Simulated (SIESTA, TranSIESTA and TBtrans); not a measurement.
**Pt chain with one Cu atom in place of Pt**

Device: Pt chain with one Cu atom in place of Pt. Leads: straight Pt chain, spacing 2.4 Å. Geometry: 3 atoms about the centre moved by SIESTA (PBE, DZP) to a largest force of 0.00 eV/Å, all others as built, motion along the axis alone.

Computed with TranSIESTA and TBtrans, PBE, DZP numerical orbitals (energy shift 0.15 eV), PseudoDojo norm-conserving scalar-relativistic potentials, mesh cutoff 200 Ry, 300 K, spin-polarised (collinear), no spin-orbit coupling; self-consistent non-equilibrium Green functions.

Conductance at 300 K (G0 = 2e²/h): 2.65
Mean T from −0.5 to 0.5 eV: 2.35

Energies count from the leads' Fermi level. Transmissions are for each spin. The energy step is 0.01 eV; narrower resonances are cut or missed.

| E (eV) | T up | T down | lead channels up | down |
|---|---|---|---|---|
| -2.00 | 2.79 | 2.79 | 3 | 3 |
| -1.90 | 2.66 | 2.66 | 3 | 3 |
| -1.80 | 2.52 | 2.52 | 3 | 3 |
| -1.70 | 2.33 | 2.34 | 3 | 3 |
| -1.60 | 2.49 | 2.49 | 4 | 4 |
| -1.50 | 2.39 | 2.39 | 4 | 4 |
| -1.40 | 2.39 | 2.39 | 4 | 4 |
| -1.30 | 2.39 | 2.38 | 4 | 4 |
| -1.20 | 2.37 | 2.36 | 4 | 4 |
| -1.10 | 2.36 | 2.35 | band edge | band edge |
| -1.00 | 2.34 | 2.34 | band edge | band edge |
| -0.90 | 2.33 | 2.33 | 6 | 6 |
| -0.80 | 2.34 | 2.34 | 6 | 6 |
| -0.70 | 2.36 | 2.36 | 6 | 6 |
| -0.60 | 2.38 | 2.38 | 6 | 6 |
| -0.50 | 2.41 | 2.41 | 6 | 6 |
| -0.40 | 2.45 | 2.46 | 6 | 6 |
| -0.30 | 2.50 | 2.51 | band edge | band edge |
| -0.20 | 2.57 | 2.57 | 4 | 4 |
| -0.10 | 2.62 | 2.62 | 4 | 4 |
| 0.00 | 2.66 | 2.66 | 4 | 4 |
| 0.10 | 2.60 | 2.60 | 4 | 4 |
| 0.20 | 2.34 | 2.34 | 4 | 4 |
| 0.30 | 2.01 | 2.01 | 4 | 4 |
| 0.40 | 1.77 | 1.77 | 3 | 3 |
| 0.50 | 1.51 | 1.51 | 3 | 3 |
| 0.60 | 1.24 | 1.24 | 3 | 3 |
| 0.70 | 1.02 | 1.03 | 3 | 3 |
| 0.80 | 0.95 | 0.95 | 1 | 1 |
| 0.90 | 0.95 | 0.95 | 1 | 1 |
| 1.00 | 0.95 | 0.95 | 1 | 1 |
| 1.10 | 0.95 | 0.95 | 1 | 1 |
| 1.20 | 0.95 | 0.95 | 1 | 1 |
| 1.30 | 0.95 | 0.95 | 1 | 1 |
| 1.40 | 0.95 | 0.95 | 1 | 1 |
| 1.50 | 0.95 | 0.95 | 1 | 1 |
| 1.60 | 0.95 | 0.95 | 1 | 1 |
| 1.70 | 0.95 | 0.95 | 1 | 1 |
| 1.80 | 0.96 | 0.95 | 1 | 1 |
| 1.90 | 0.96 | 0.96 | 1 | 1 |
| 2.00 | 0.96 | 0.96 | 1 | 1 |

A magnetic start was tried, and the separate lead runs end without a moment. The straight chain is held at its spacing; free chains may zigzag or dimerise. Spin-orbit coupling, left out here, matters for the heavy atoms.
